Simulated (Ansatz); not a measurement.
# PbTe in the zinc blende structure (space group F-43m, No. 216; a hypothetical phase, not in the database extracts checked)

```cif
data_PbTe
_chemical_formula_sum 'Te1 Pb1'
_space_group_name_H-M_alt 'P 1'
_space_group_IT_number 1
_cell_length_a 5.15085
_cell_length_b 5.15085
_cell_length_c 5.15085
_cell_angle_alpha 60.000
_cell_angle_beta 60.000
_cell_angle_gamma 60.000
loop_
_space_group_symop_operation_xyz
  'x, y, z'
loop_
_atom_site_label
_atom_site_type_symbol
_atom_site_fract_x
_atom_site_fract_y
_atom_site_fract_z
_atom_site_occupancy
Te1 Te 0.75000 0.75000 0.75000 1
Pb1 Pb 0.00000 0.00000 0.00000 1
```

All numbers come from r2SCAN, PAW, 500 eV (Ansatz, an electronic-structure program; no spin-orbit coupling). Γ-centred 8×8×8 mesh, Fermi–Dirac width 0.05 eV.

| Property | Result |
|---|---|
| Volume per atom | 48.32 Å³ |
| Density | 5.75 g/cm³ |
| Band gap | 0.75 eV, indirect, W → X |
| Electron mass | 2.0 mₑ along k, 0.34 mₑ across |
| Lowest conduction-band minima above the VBM | X along ⟨100⟩ 0.75 eV; a point along ⟨110⟩, about 0.2 Å⁻¹ from Γ 1.68 eV |
| Total energy | -9458.096 eV/atom (σ→0; compares only within this code and set-up) |

Spin-orbit coupling, missing from the scalar runs, can matter with Pb and Te. Masses are band curvatures over ±0.01 Å⁻¹ around the edge. Along k means along the line from Γ to the band edge. No phonon test of stability was made.
